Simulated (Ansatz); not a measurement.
Start from SnTe in the rock salt structure (space group Fm-3m, No. 225).

```yaml
crystal:
  lattice:
    - [0.00000, 3.18483, 3.18483]
    - [3.18483, 0.00000, 3.18483]
    - [3.18483, 3.18483, 0.00000]
  atoms:
    - { symbol: Sn, position: [0.00000, 0.00000, 0.00000] }
    - { symbol: Te, position: [0.50000, 0.50000, 0.50000] }
```

Calculations: r2SCAN/PAW in Ansatz (a quantum-chemistry and plane-wave program), scalar-relativistic without spin-orbit coupling.

For the base:

| Property | Value |
|---|---|
| Band gap | 0.13 eV |

Modification: the cell is scaled by 1.0300 in all directions; the atoms relax in the strained cell.

Problem. Estimate the effect on the band gap.

Solution. The band gap grows by 0.25 eV (0.13 eV → 0.38 eV).

Spin-orbit coupling, missing from the scalar runs, can matter with Te. No phonon test of stability was made. A zero or small gap of SnTe can be the functional's error rather than a property of the material.
